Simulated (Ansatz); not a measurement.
Results of HSE06 in Ansatz (plane waves, PAW) for cubic perovskite CsPbBr3 (cubic high-temperature phase).

Run with plane-wave cutoff 460 eV, 4×4×4 k mesh, Fermi–Dirac smearing 0.01 eV, scalar-relativistic PAW data made under PBE.

Energies at three volumes about the minimum:

```csv
V (Å³/atom),E − E_lowest (meV/atom)
41.396,2.10
42.457,0.00
43.518,1.21
```

**Question.** Fit a parabola by hand: where is the minimum, what lattice constant follows, and what is the bulk modulus?

**Answer.** Slopes: (0.00 − 2.10)/(42.457 − 41.396) = -1.979 and (1.21 − 0.00)/(43.518 − 42.457) = 1.140 meV/Å³. Curvature E″ = 2 × (1.140 − (-1.979))/(43.518 − 41.396) = 2.940 meV/Å⁶. From the middle of the first interval, the slope vanishes at V0 = 41.9265 − (-1.979)/2.940 = 42.600 Å³/atom. B = V0 E″ = 42.600 × 2.940 meV/Å³ × 0.1602 GPa per meV/Å³ = 20.1 GPa. With 5 atoms in the cube, a = (5 × 42.600)^(1/3) = 5.972 Å. The full Birch–Murnaghan fit to all volumes gives V0 = 42.575 Å³/atom and B0 = 19.8 GPa.

Note: the relaxation could not lower the start's symmetry, so the cell can be a saddle point above a distorted one.

Ansatz is a first-principles code.
